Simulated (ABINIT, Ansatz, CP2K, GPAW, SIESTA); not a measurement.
# One structure in several programs: KF (Fm-3m, 2 atoms in the cell)

Band-structure calculation.

```yaml
crystal:
  lattice:
    - [0.00000, 2.65442, 2.65442]
    - [2.65442, 0.00000, 2.65442]
    - [2.65442, 2.65442, 0.00000]
  atoms:
    - { symbol: K, position: [0.00000, 0.00000, 0.00000] }
    - { symbol: F, position: [0.50000, 0.50000, 0.50000] }
```

Shared settings, as Ansatz (a program for electronic structure) writes them: kpoints.mp_grid.grid = 9 9 9; scf.occupations.method = fermi_dirac; scf.occupations.width = 0.0015 Ry. Potentials and cutoffs stand in the table.

| code | model | gap along the path (eV) | smallest direct gap (eV) | cutoff |
|---|---|---|---|---|
| ABINIT | PBE, PAW (JTH v2.0 PBE PAW) | 6.28 | 6.28 | 48 Ry |
| CP2K | PBE, GPW, DZVP-MOLOPT-PBE-GTH basis, GTH-PBE potentials (POTENTIAL_UZH) | 6.28 | 6.28 | grid 550 Ry |
| GPAW | PBE, GPAW PAW datasets PBE (gpaw-data 1.0.1) | 6.28 | 6.28 | 950 eV |
| Ansatz | PBE, PAW files | 6.29 | 6.29 | 30.9 Ry |
| SIESTA | GGA PBE, numerical atomic orbitals DZP, PseudoDojo PBE standard norm-conserving potentials (rewritten from UPF to PSML) | 5.62 | 5.65 | grid 350 Ry |

The spread over the programs that give each value: gap along the path within 0.67 eV; smallest direct gap within 0.64 eV.

CP2K and SIESTA use small atom-centred bases, whose incompleteness enters pressures, forces and empty levels differently from a plane-wave cutoff.

In the gap along the path, SIESTA stands apart from the plane-wave programs.

The starting cell comes from a database of computed structures (which also holds hypothetical and non-ambient phases and stackings), without a prior relaxation at this level.

Left out of this page: Quantum ESPRESSO, Elk and FLEUR (not drawn, or without a comparable value).

Keys are those of Ansatz 0.2.
